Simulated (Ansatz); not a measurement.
Ansatz (a program for electronic structure) run on InSb (F-43m, 2 atoms in the cell): self-consistent single point.

Level of theory: PBE (plane waves, PAW; Ansatz).

The change in words: lattice scaled by 0.98. Reference geometry:
```yaml
crystal:
  lattice:
    - [0.00000, 3.34679, 3.34679]
    - [3.34679, 0.00000, 3.34679]
    - [3.34679, 3.34679, 0.00000]
  atoms:
    - { symbol: In, position: [0.00000, 0.00000, 0.00000] }
    - { symbol: Sb, position: [0.25000, 0.25000, 0.25000] }
```

Reference input (self-consistent single point, DFT, PBE, plane waves, default PAW files): basis.ecutwfc = 420 eV; kpoints.mp_grid.grid = 9 9 9; hamiltonian.xc = pbe; hamiltonian.pseudopotentials = {kind: paw} (the program's default PAW files); scf.occupations.method = fermi_dirac; scf.occupations.width = 0.1 eV. This run's input differs from it in these lines:

```diff
@@ -2,5 +2,5 @@
   lattice:
-    - [0.000000, 3.346791, 3.346791]
-    - [3.346791, 0.000000, 3.346791]
-    - [3.346791, 3.346791, 0.000000]
+    - [0.000000, 3.279855, 3.279855]
+    - [3.279855, 0.000000, 3.279855]
+    - [3.279855, 3.279855, 0.000000]
   atoms:
```

Output (repeated stretches shortened):

```
SCF iter   1: F=—  HF=-12082.579244 eV  |F-HF|=—  |Δ(HF+E_count)|=         —  Δρ=1.77e-3  dr2=5.46e-3  ethr=1.77e-3  ⟨swp⟩=6.0  Hψ=3205  notcnv=0
all-band conjugate gradients solve this SCF's bands
preconditioner: auto → none
SCF iter   2: F=—  HF=-12082.576430 eV  |F-HF|=—  |Δ(HF+E_count)|=   2.81e-3  Δρ=8.28e-4  dr2=5.66e-4  ethr=1.95e-5  ⟨swp⟩=2.0  Hψ=1234  notcnv=0
SCF iter   3: F=—  HF=-12082.576477 eV  |F-HF|=—  |Δ(HF+E_count)|=   4.66e-5  Δρ=2.45e-4  dr2=6.31e-5  ethr=2.02e-6  ⟨swp⟩=2.0  Hψ=941  notcnv=0
SCF iter   4: F=—  HF=-12082.576566 eV  |F-HF|=—  |Δ(HF+E_count)|=   8.89e-5  Δρ=9.77e-5  dr2=9.17e-6  ethr=2.25e-7  ⟨swp⟩=2.0  Hψ=774  notcnv=0
SCF iter   5: F=—  HF=-12082.576587 eV  |F-HF|=—  |Δ(HF+E_count)|=   2.09e-5  Δρ=1.21e-5  dr2=1.25e-7  ethr=3.28e-8  ⟨swp⟩=2.0  Hψ=775  notcnv=0
SCF iter   6: F=-12082.576587 eV  HF=-12082.576587 eV  |F-HF|=3.45e-9  |Δ(HF+E_count)|=   4.66e-7  Δρ=1.83e-6  dr2=2.45e-9  ethr=3.57e-10  ⟨swp⟩=7.1  Hψ=2977  notcnv=0
SCF 1 converged in 6 iterations: F = -12082.576587 eV  dr2 = 2.45e-9
Free energy (F): -12082.576587 eV
Internal energy: -12082.574438 eV  (E = F + TS)
E sigma→0 (E₀):  -12082.575513 eV
Entropy (-TS):   -0.002149 eV (-1.075 meV/atom)
Fermi energy:    7.093044 eV
--- Forces (eV/Å), atoms counted from 1 ---
  atom   1  In     0.00000000    -0.00000000     0.00000000
  atom   2  Sb    -0.00000000     0.00000000     0.00000000
--- Stress (GPa, compression-positive) ---
        1.380780      -0.000000      -0.000000
        0.000000       1.380780       0.000000
        0.000000       0.000000       1.380780
  P = ⅓ Tr σ = 1.3808 GPa (13.808 kbar)
  The stress holds the Pulay correction. Without it, at fixed plane waves, as pw.x and ABINIT print it: P = 1.3491 GPa
```

The run converged in 6 iterations. Against the reference run the free energy rises by 2.4 meV/atom and the pressure goes from -0.89 to 1.38 GPa.

The starting cell comes from a database of computed structures (which also holds hypothetical and non-ambient phases and stackings), without a prior relaxation at this level. Its lattice was rescaled by a random factor within 2.5 % of one. For this run, on top of that: lattice scaled by 0.98. Ansatz's pressure includes its estimate of the finite-basis (Pulay) stress. The run gives no clean gap (levels at the Fermi energy touch, overlap or are partly filled at this smearing), which alone does not show that the compound is a metal.

Keys are those of Ansatz 0.2.
